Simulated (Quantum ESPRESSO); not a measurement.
Quantum ESPRESSO run on Ta₂SiNi₃ (P6_3/mmc, 12 atoms in the cell): self-consistent single point.

Method of the run: LDA (PZ), PSlibrary PAW (LDA) pseudopotentials (plane waves; Quantum ESPRESSO 7.5).

```
Ta2SiNi3
1.0
    4.85296     0.00000     0.00000
   -2.42648     4.20279     0.00000
    0.00000     0.00000     7.66935
Ta Si Ni
4 2 6
Direct
  0.66667   0.33333   0.44238
  0.33333   0.66667   0.55762
  0.33333   0.66667   0.94238
  0.66667   0.33333   0.05762
  0.00000   0.00000   0.50000
  0.00000   0.00000   0.00000
  0.16848   0.33695   0.25000
  0.83152   0.66305   0.75000
  0.83152   0.16848   0.75000
  0.16848   0.83152   0.25000
  0.66305   0.83152   0.25000
  0.33695   0.16848   0.75000
```

Reference input (self-consistent single point, DFT, LDA (PZ), plane waves, PSlibrary PAW (LDA) pseudopotentials): ecutwfc = 50 Ry; ecutrho = 300 Ry; occupations = smearing; smearing = methfessel-paxton; degauss = 0.0073499 Ry; K_POINTS = automatic 4 4 3 0 0 0; conv_thr = 1e-10 Ry; mixing_beta = 0.4. This run's input differs from it in these lines:

```diff
@@ -42,3 +42,3 @@
 K_POINTS automatic
-4 4 3  0 0 0
+5 5 3  0 0 0
```

Output, abridged:

```
     Self-consistent Calculation

     iteration #  1     ecut=    50.00 Ry     beta= 0.40

     total energy              =   -4007.80451558 Ry
     estimated scf accuracy    <       3.70571072 Ry

     iteration #  2     ecut=    50.00 Ry     beta= 0.40

     total energy              =   -4005.82527712 Ry
     estimated scf accuracy    <      53.99871310 Ry

     iteration #  3     ecut=    50.00 Ry     beta= 0.40

     total energy              =   -4009.61189086 Ry
     estimated scf accuracy    <       0.08260534 Ry

   [... 9 blocks of this kind left out ...]

     iteration # 13     ecut=    50.00 Ry     beta= 0.40

     total energy              =   -4009.71123629 Ry
     estimated scf accuracy    <          1.9E-09 Ry

     iteration # 14     ecut=    50.00 Ry     beta= 0.40
     End of self-consistent calculation

     the Fermi energy is    16.2817 ev

!    total energy              =   -4009.71123629 Ry
     estimated scf accuracy    <          3.3E-11 Ry
     smearing contrib. (-TS)   =      -0.00041703 Ry
     internal energy E=F+TS    =   -4009.71081926 Ry

     convergence has been achieved in  14 iterations

     Forces acting on atoms (cartesian axes, Ry/au):

     atom    1 type  1   force =     0.00000000    0.00000000    0.00439854
     atom    2 type  1   force =     0.00000000    0.00000000   -0.00439854
     atom    3 type  1   force =     0.00000000    0.00000000    0.00439854
     atom    4 type  1   force =     0.00000000    0.00000000   -0.00439854
     atom    5 type  2   force =    -0.00000000    0.00000000    0.00000000
   [... lines left out ...]

     Total force =     0.017473     Total SCF correction =     0.000005

          total   stress  (Ry/bohr**3)                   (kbar)     P=     -142.88
  -0.00095073   0.00000000   0.00000000         -139.86        0.00        0.00
   0.00000000  -0.00095073   0.00000000            0.00     -139.86        0.00
   0.00000000   0.00000000  -0.00101231            0.00        0.00     -148.92

   JOB DONE.
```

The run converged in 14 iterations. Against the reference run the free energy is nearly the same (within 1 meV/atom), the pressure hardly changes (-14.27 to -14.29 GPa) and the largest force goes from 0.210 to 0.158 eV/Å.

The starting cell comes from a database of computed structures (which also holds hypothetical and non-ambient phases and stackings), without a prior relaxation at this level. Spin polarisation is off. With a pressure of about -14 GPa the cell is away from its equilibrium volume at this level.

Cost on one core of a shared machine: roughly 3 min.
